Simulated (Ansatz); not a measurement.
Take CdSe in the zinc blende structure (space group F-43m, No. 216; a = 6.1964 Å) as the base.

(Cell as relaxed with PBE.)

Levels (all Ansatz, a quantum-chemistry and plane-wave program, PAW, earlier PAW set): PBE (420 eV, no spin-orbit coupling); r2SCAN (500 eV, no spin-orbit coupling).

Each level relaxes its own structure.

| base | PBE | r2SCAN |
|---|---|---|
| volume per atom | 29.74 Å³ | 28.84 Å³ |
| lattice parameter a | 6.196 Å | 6.133 Å |
| band gap | 0.49 eV | 1.03 eV |

Modification: a hydrostatic pressure of 3 GPa.

| quantity | PBE | r2SCAN |
|---|---|---|
| electron mass | 0.061 mₑ (at Γ) | … |
| lattice parameter a | 6.077 Å | … |
| band gap | 0.61 eV | … |

Task: Given the PBE results, estimate those of r2SCAN.

Result: 
- electron mass, r2SCAN: 0.098 mₑ (at Γ)
- lattice parameter a, r2SCAN: 6.029 Å
- band gap, r2SCAN: 1.15 eV

PBE's lattice parameter a lies 0.048 Å above r2SCAN's (0.8 %); PBE's band gap lies 0.534 eV below r2SCAN's. Neither level is exact; r2SCAN is the comparison here, not a measurement.

Load acts through the strain it causes; cell and atoms are relaxed under it. Masses are band curvatures over ±0.01 Å⁻¹ around the edge. Whether these cells are dynamically stable was not tested. Tetrahedral semiconductors of this kind turn to denser phases somewhere between about 1 and 50 GPa; those were not computed, so compressed cells here can lie past the real transition.
